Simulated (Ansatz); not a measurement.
**C11b WSi₂**

Computed with B3LYP (VWN-RPA form) (Ansatz, an electronic-structure program, PAW).

Numerical settings: plane-wave cutoff 460 eV, 12×12×12 k mesh, Fermi–Dirac smearing 0.05 eV, no spin polarisation, scalar-relativistic PAW data made under PBE.

Cell: relaxed at this level.

```json
{
  "equilibrium_lattice_constant_a": "3.251 Å",
  "lattice_parameter_c": "7.860 Å"
}
```

Measured, for comparison: lattice constant a 3.214 Å, lattice parameter c 7.831 Å (temperature not stated, not corrected to a static lattice; as tabulated in Pavlosiuk et al. (2022), arXiv:2202.05362). Computed (rounded) less measured: lattice constant a +1.2 %, lattice parameter c +0.4 %.

Note: the run has no spin polarisation, so it can have missed a magnetic state.

Spin–orbit coupling is not included.

The computed numbers hold no vibrational or temperature effects.

The result took very roughly 60 core-minutes.
